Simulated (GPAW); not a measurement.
Band structure of AgAu3 (Pm-3m, 4 atoms in the cell).

```
CELL_PARAMETERS angstrom
      4.12163     0.00000     0.00000
      0.00000     4.12163     0.00000
      0.00000     0.00000     4.12163
ATOMIC_POSITIONS crystal
  Ag 0.50000 0.50000 0.50000
  Au 0.50000 0.00000 0.00000
  Au 0.00000 0.50000 0.00000
  Au 0.00000 0.00000 0.50000
```

Method: LDA (Perdew-Wang 92), GPAW PAW datasets LDA (gpaw-data 1.0.1) (plane waves; GPAW).

Settings: mode = pw; ecut = 600 eV; xc = LDA; kpts = 6 6 6; mesh shift (steps) = 0 0 0; occupations.name = fermi-dirac; occupations.width = 0.1 eV; nbands = -8; convergence.density = 1e-05 e/electron; symmetry.symmorphic = false; symmetry.tolerance = 0.0005; maxiter = 100; bandpath_npoints = 40.

The starting cell comes from a database of computed structures (which also holds hypothetical and non-ambient phases and stackings), without a prior relaxation at this level. Spin-orbit coupling is off.

Levels in eV from the Fermi level, bands 22 to 29:
```
point     22     23     24     25     26     27    28    29
-----  -----  -----  -----  -----  -----  -----  ----  ----
Γ      -1.59  -1.59  -1.59   1.23   1.23   1.23  5.31  5.31
X      -2.86  -2.50  -2.08  -1.58   4.69   5.69  5.94  5.94
M      -3.04  -3.01  -0.91  -0.24  -0.24  -0.03  8.45  8.61
R      -1.89  -1.89  -0.82  -0.67  -0.67  -0.67  2.65  2.65
```

Bands cross the Fermi level along this path, so the cell is metallic at this level.
